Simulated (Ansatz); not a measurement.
Structures of equal composition on the (0001) surface of hcp Ru: a pseudomorphic layer of Al in the host's stacking; a pseudomorphic layer of Al in the other hollow. The slabs share one bottom face, and each structure is named by its start. These are constructed structures in small cells; real faces may alloy, dewet or reconstruct in larger ones, and not all known structures of the face are among them. Slabs of about 11 Å, Fermi-Dirac smearing of 0.1 eV. Bottom of the slabs: a bare face, its two planes held. Relaxed from the named starts with such symmetry as they have, on meshes of like density; energies extrapolated to zero smearing; spin only where a row says so; no spin-orbit coupling, no U. Brackets mark spin-polarised runs, whose order is one that fits the cell.

Method: PBE (plane waves to 420 eV, PAW; Ansatz, an electronic-structure program).

Q: Rank these by energy per 1x1 cell (lowest first), as PBE gives it.

A: a pseudomorphic layer of Al in the host's stacking (0.000 eV), a pseudomorphic layer of Al in the other hollow (0.054 eV)
